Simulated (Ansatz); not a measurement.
# How far PBE and r2SCAN part for GaSb, isotropic strain −1.57 %

Consider GaSb in the zinc blende structure (space group F-43m, No. 216; a = 6.214 Å).

(Cell as relaxed with PBE.)

Levels (all Ansatz, a program for electronic structure, PAW): PBE (420 eV, without spin-orbit coupling); r2SCAN (500 eV, no spin-orbit coupling).

Each level relaxes its own structure.

| base | PBE | r2SCAN |
|---|---|---|
| volume per atom | 29.99 Å³ | 28.83 Å³ |
| lattice parameter a | 6.214 Å | 6.132 Å |
| band gap | zero | 0.41 eV |

One thing is altered: the cell is scaled by 0.9843 in all directions; the atoms relax in the strained cell.

```tsv
quantity	PBE	r2SCAN
valley order (the lowest conduction-band minima on the path, energy above the VBM, named in the base's zone)	Γ 0.04 eV; L along ⟨111⟩ 0.41 eV; a point along ⟨100⟩, about 0.9 Å⁻¹ from Γ 0.88 eV	Γ 0.78 eV; L along ⟨111⟩ 0.79 eV; a point along ⟨100⟩, about 0.9 Å⁻¹ from Γ 1.03 eV
pressure	2.4 GPa	2.8 GPa
energy relative to the base (free energy F)	+9.9 meV/atom	+11 meV/atom
```

Both order the valleys alike; PBE's pressure lies 0.45 GPa below r2SCAN's; PBE's energy relative to the base lies 1.4 meV/atom below r2SCAN's. Neither level is exact; r2SCAN is the comparison here, not a measurement.

With Sb present, leaving out spin-orbit coupling can change the band edges. No phonon test of stability was made. The final runs are not spin-polarised. Gaps under 0.05 eV, about the width of the smearing, are given as zero. The zero or small gap of GaSb can change with the level of theory.
